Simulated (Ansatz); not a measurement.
Ta under a change: isotropic strain −1.83 %

Take Ta in the bcc (W type) structure (space group Im-3m, No. 229; a = 3.282 Å; relaxed with 0.1 eV smearing) as the base.

One thing is altered: the cell is scaled by 0.9817 in all directions, atoms relaxed at fixed cell.

Level of theory: PBEsol (Ansatz, a program for electronic structure; PAW; 420 eV plane waves; no SOC). Settings: 28×28×28 k-points, 0.1 eV Fermi–Dirac smearing.

| quantity | base | changed | shift |
|---|---|---|---|
| energy relative to the base (free energy F) | 0 meV/atom | +36 meV/atom | +36 meV/atom |
| pressure | 0.0 GPa | 12.7 GPa | +12.7 GPa |
| band gap | zero | zero | – |

Cost of the whole job for the changed cell (relaxation, final SCF and bands): very roughly 14 core-seconds.

No phonon test of stability was made. The final runs are not spin-polarised.
